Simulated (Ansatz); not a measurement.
**ZnO: point defects**

Base system: a 16-atom supercell of ZnO in the wurtzite structure (space group P6_3mc, No. 186) at its relaxed geometry.

```
ZnO
1.0
    6.55919     0.00000     0.00000
   -3.27960     5.68043     0.00000
    3.27960     5.68043     5.29330
Zn O
8 8
Direct
  0.33118   0.16451   0.00215
  0.33118   0.66451   0.00215
  0.83118   0.16451   0.00215
  0.83118   0.66451   0.00215
  0.66451   0.83118   0.50215
  0.66451   0.33118   0.50215
  0.16451   0.83118   0.50215
  0.16451   0.33118   0.50215
  0.71029   0.54362   0.62305
  0.71029   0.04362   0.62305
  0.21029   0.54362   0.62305
  0.21029   0.04362   0.62305
  0.04362   0.21029   0.12305
  0.04362   0.71029   0.12305
  0.54362   0.21029   0.12305
  0.54362   0.71029   0.12305
```

One neutral defect a cell, atoms relaxed at fixed cell.

Calculations: PBE (Ansatz, an electronic-structure program, PAW, without spin-orbit coupling).

| change | pressure | largest displacement of a host atom from its site in the perfect cell |
|---|---|---|
| perfect supercell | 0.0 GPa | – |
| O interstitial (started 2.09 Å from the nearest host atom), symmetric start | 4.4 GPa | 0.19 Å |
| In on a Zn site | (withheld) | 0.16 Å |
| Zn interstitial (started 2.01 Å from the nearest host atom), symmetric start | 13.7 GPa | 0.16 Å |
| Li interstitial (started 2.09 Å from the nearest host atom), symmetric start | 5.6 GPa | 0.22 Å |
| Li interstitial (started 2.01 Å from the nearest host atom), symmetric start | 5.6 GPa | 0.23 Å |

**Question.** What belongs in the blanks?

**Answer.** 
- In on a Zn site, pressure: 6.8 GPa

Other magnetic orders, which the real material may have, were not ruled out. In so small a cell the defect repeats every few ångströms: this is an ordered compound, not a dilute defect. The mesh was chosen for an insulator and is coarse for the gapless case. Defects with a symmetric start kept the site's symmetry and may sit on a saddle; the others started slightly shaken. Starting moments died away, wholly or in part, for In on a Zn site, Zn interstitial (started 2.01 Å from the nearest host atom), Li interstitial (started 2.09 Å from the nearest host atom) and Li interstitial (started 2.01 Å from the nearest host atom); another magnetic solution may exist.
